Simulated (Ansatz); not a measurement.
Consider SnTe in the rock salt structure (space group Fm-3m, No. 225; a = 6.235 Å).

Method: LDA (Ansatz, an electronic-structure program, PAW, without spin-orbit coupling).

Base values:

```
Property     Value
--------  --------
Pressure  0.00 GPa
```

Modification: an isotropic linear strain of −1.00 %, atoms relaxed at fixed cell.

Q: How does this affect the pressure?

A: The pressure goes from zero to 1.63 GPa.

Q: Estimate the effect on the energy relative to the base.

A: The energy increases by 4.5 meV/atom.

Stability against distortions was not tested.
